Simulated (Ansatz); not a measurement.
The reference is InAs in the zinc blende structure (space group F-43m, No. 216; a = 6.026 Å).

Structures relaxed with plane-wave PAW DFT at the LDA level (Ansatz, an electronic-structure program, 420 eV), no SOC.

Base:

Simulated powder pattern, Co Kα, λ = 1.79026 Å (kinematic, ideal powder, no thermal factors, no anomalous dispersion; the 14 strongest lines at most, above 2 %, up to 2θ = 90°):

```json
[
 {"2θ (°)": "29.82", "I/Imax (%)": "100", "hkl": "(111)"},
 {"2θ (°)": "34.57", "I/Imax (%)": "4.0", "hkl": "(200)"},
 {"2θ (°)": "49.69", "I/Imax (%)": "71", "hkl": "(220)"},
 {"2θ (°)": "59.03", "I/Imax (%)": "44", "hkl": "(311)"},
 {"2θ (°)": "72.91", "I/Imax (%)": "12", "hkl": "(400)"},
 {"2θ (°)": "80.70", "I/Imax (%)": "18", "hkl": "(331)"}
]
```

Modification: every lattice vector is shortened by 0.50 %; the atoms relax in the strained cell.

Problem. How do the reflections move or split?

Solution. 
Simulated powder pattern, Co Kα, λ = 1.79026 Å (kinematic, ideal powder, no thermal factors, no anomalous dispersion; the 14 strongest lines at most, above 2 %, up to 2θ = 90°):

| 2θ (°) | d (Å) | I/Imax (%) | hkl |
|---|---|---|---|
| 29.97 | 3.462 | 100 | (111) |
| 34.74 | 2.998 | 4.0 | (200) |
| 49.95 | 2.120 | 71 | (220) |
| 59.36 | 1.808 | 44 | (311) |
| 73.33 | 1.499 | 12 | (400) |
| 81.19 | 1.376 | 18 | (331) |

The indices refer to the base's conventional cell; one index is shown for lines that coincide.

No phonon test of stability was made. All final runs are without spin polarisation.
